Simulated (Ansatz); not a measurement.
SrZrO3 (P4mm, No. 99, 5 atoms in the cell; start mp-1068742; a measured phase of this formula has another space group) was calculated with LDA (Ansatz, a first-principles code, PAW).

Settings: plane-wave cutoff 520 eV, 8×8×8 k mesh, Fermi–Dirac smearing 0.01 eV, scalar-relativistic PAW data made under PBE.

Cell (relaxed with PBEsol):

```yaml
crystal:
  lattice:
    - [4.11103, 0.00000, 0.00000]
    - [0.00000, 4.11103, 0.00000]
    - [0.00000, 0.00000, 4.19217]
  atoms:
    - { symbol: Sr, position: [0.50000, 0.50000, 0.55398] }
    - { symbol: Zr, position: [0.00000, 0.00000, 0.00411] }
    - { symbol: O, position: [0.00000, 0.00000, 0.48195] }
    - { symbol: O, position: [0.50000, 0.00000, 0.95198] }
    - { symbol: O, position: [0.00000, 0.50000, 0.95198] }
```

Problem. Estimate the band gap and smallest direct gap on the k points sampled that the calculation returns.

Solution. 
- band gap: 3.32 eV
- smallest direct gap on the k points sampled: 3.61 eV

Note: cell and atoms aren't relaxed at this level (pressure -4.1 GPa).

Spin–orbit coupling is not included.

Computed values are for the static lattice.

A start named mp-… is a Materials Project structure, which need not be a measured phase.
